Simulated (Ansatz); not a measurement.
We consider BP (model structure, started from the BeO type, P4₂/mnm, No. 136, 8 atoms in the cell), described by r²SCAN+rVV10 (Ansatz, a first-principles code, PAW).

Numerical settings: plane-wave cutoff 560 eV, 6×6×10 k mesh (along the axes of the cell as run), Fermi–Dirac smearing 0.01 eV, scalar-relativistic PAW data made under PBE.

Computed at the level's own relaxed cell.

```
CELL_PARAMETERS angstrom
      5.54323     0.00000     0.00000
      0.00000     5.54323     0.00000
      0.00000     0.00000     3.19342
ATOMIC_POSITIONS crystal
  B  0.32160 0.67840 0.00000
  B  0.67840 0.32160 0.00000
  B  0.82160 0.82160 0.50000
  B  0.17840 0.17840 0.50000
  P  0.31917 0.31917 0.00000
  P  0.68083 0.68083 0.00000
  P  0.18083 0.81917 0.50000
  P  0.81917 0.18083 0.50000
```

List the 22 lowest band energies at Γ above −25 eV (eV, relative to the valence band maximum), grouping those that round alike.

At Γ: -16.45, -13.15 (×2), -12.71, -9.57, -7.76, -7.24 (×2), -5.50, -4.50, -2.32 (×2), -0.82, -0.43, 0.00 (×2), 1.45, 2.23, 2.83 (×2), 4.31 (×2).

Note: the relaxation could raise the start's symmetry but not lower it, so the cell can be a saddle point.

A model structure was made by putting elements into a prototype or built by hand; it is no filed structure, need not be a known phase, and can be a saddle point held by its symmetry.
